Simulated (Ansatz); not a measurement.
Given:

```
LiF
1.0
    2.52296     0.00000     0.00000
    0.00000     2.52296     0.00000
    0.00000     0.00000     2.52296
Li F
1 1
Cartesian
  0.00000   0.00000   0.00000
  1.26148   1.26148   1.26148
```

Calculation: PBEsol, rigid bands (plane waves, PAW, scalar-relativistic; Ansatz, a quantum-chemistry and plane-wave program). Cell: cell and atoms relaxed with PBEsol.

Problem. Predict the hole conductivity mass (n e² τ/σ) at 300 K, by direction if it differs.

Solution. 2.1 mₑ.

Problem. What conductivity effective mass do dilute electrons have at 300 K?

Solution. 0.90 mₑ.

Problem. And the band gap?

Solution. 7.73 eV at this level; semilocal functionals usually fall short of the measured gap.

Rigid bands, one relaxation time for all states, no polarons. Spin-orbit coupling is left out.

Computed structure with no diffraction record at hand here (it may be known, metastable or hypothetical): LiF (Pm-3m).
